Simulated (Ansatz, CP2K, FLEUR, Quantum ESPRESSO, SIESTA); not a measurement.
LaMg6Zr (Amm2, 8 atoms in the cell) computed with different codes at matched settings

Self-consistent single point, at a second geometry (lattice scaled by 0.98). First geometry:

```
CELL_PARAMETERS angstrom
      5.21467     0.00000     0.00000
      0.00000     3.22094     5.79811
      0.00000    -3.22094     5.79811
ATOMIC_POSITIONS crystal
  La 0.50000 0.66691 0.66691
  Mg 0.50000 0.66800 0.16730
  Mg 0.50000 0.16730 0.66800
  Mg 0.00000 0.84418 0.32100
  Mg 0.00000 0.32100 0.84418
  Mg 0.00000 0.33015 0.33015
  Mg 0.00000 0.84009 0.84009
  Zr 0.50000 0.16236 0.16236
```

Shared settings, as Ansatz (a program for electronic structure) writes them: kpoints.mp_grid.grid = 3 3 3; scf.occupations.method = gaussian; scf.occupations.width = 0.2 eV. Potentials and cutoffs stand in the table.

| code | model | ΔF from the first geometry (meV/atom) | pressure (GPa) | largest force (eV/Å) | cutoff |
|---|---|---|---|---|---|
| SIESTA | GGA PBEsol, numerical atomic orbitals DZP, PseudoDojo PBEsol standard norm-conserving potentials (rewritten from UPF to PSML) | 20.2 | 4.06 | 0.169 | grid 400 Ry |
| FLEUR | PBEsol, all-electron FLAPW (FLEUR), scalar-relativistic valence | – | – | 0.138 | Kmax 3.8 1/bohr |
| Quantum ESPRESSO | PBEsol, GBRV 1.5 ultrasoft (PBESOL) pseudopotentials | 10.5 | 2.62 | 0.136 | 40 Ry |
| Ansatz | PBEsol, PAW files made with PBE | 10.0 | 2.56 | 0.133 | default |
| CP2K | PBEsol, GPW, TZVP-MOLOPT-SR-GTH basis, GTH-PBE potentials (GTH_POTENTIALS) | 25.7 | 4.45 | 0.117 | grid 500 Ry |

Size of the force on each atom (eV/Å): Sizes of forces hide their directions.

```tsv
code	La1	Mg2	Mg3	Mg4	Mg5	Mg6	Mg7	Zr8
SIESTA	0.038	0.064	0.064	0.169	0.169	0.062	0.058	0.056
FLEUR	0.049	0.041	0.041	0.102	0.102	0.028	0.138	0.010
Quantum ESPRESSO	0.048	0.041	0.041	0.100	0.100	0.031	0.136	0.010
Ansatz	0.048	0.041	0.041	0.097	0.097	0.030	0.133	0.007
CP2K	0.045	0.062	0.062	0.114	0.114	0.015	0.117	0.026
```

A dash marks a value that a program does not give, or that is left out as unsure.

The spread over the programs that give each value: ΔF from the first geometry within 15.7 meV/atom; pressure within 1.89 GPa; largest force within 0.052 eV/Å.

SIESTA and CP2K use small atom-centred bases, whose incompleteness enters pressures, forces and empty levels differently from a plane-wave cutoff. FLEUR treats all electrons, but the usual bases taken here (sphere radii, linearisation, local orbitals, empty states) were not tested for convergence, so the values are no reference for the others. Ansatz's pressure is given at a fixed set of plane waves, as the other plane-wave codes print theirs. In the pressure, SIESTA (by 1.47) and CP2K (by 1.86) lie more than 1 GPa from the median of the plane-wave programs. In the force vectors, SIESTA (by 0.117) lies more than 0.08 eV/Å from the median of the plane-wave programs.

The shared mesh is coarse (it stands for a supercell whose shortest vector is 15 Å), so the values are not converged in it.

The starting cell comes from a database of computed structures (which also holds hypothetical and non-ambient phases and stackings), without a prior relaxation at this level. Its lattice was rescaled by a random factor within 2.5 % of one. For this run, on top of that: lattice scaled by 0.98.

Left out of this page: Elk (not drawn, or without a comparable value).

Keys are those of Ansatz 0.2.
